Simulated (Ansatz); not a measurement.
The parent structure is Zr in the hcp (Mg type) structure (space group P6_3/mmc, No. 194; a = 3.1438 Å, c = 5.0928 Å; relaxed with 0.1 eV smearing).

Level of theory: Kohn–Sham DFT with the LDA functional, run in Ansatz (an electronic-structure program) with PAW and 420 eV plane waves, no SOC.

Base values:

```
Item       Result
--------  -------
Pressure  0.0 GPa
Band gap     zero
```

The change: the cell is scaled by 1.0300 in all directions, atoms relaxed at fixed cell.

**Question.** Estimate the effect on the energy relative to the base, pressure and band gap.

**Answer.** The energy rises by 53 meV/atom; the pressure (mean of the normal stresses, compression positive) goes from zero to -7.9 GPa; the band gap stays zero.

The cells carry an imposed strain or load. Stability against distortions was not tested. All final runs are without spin polarisation.
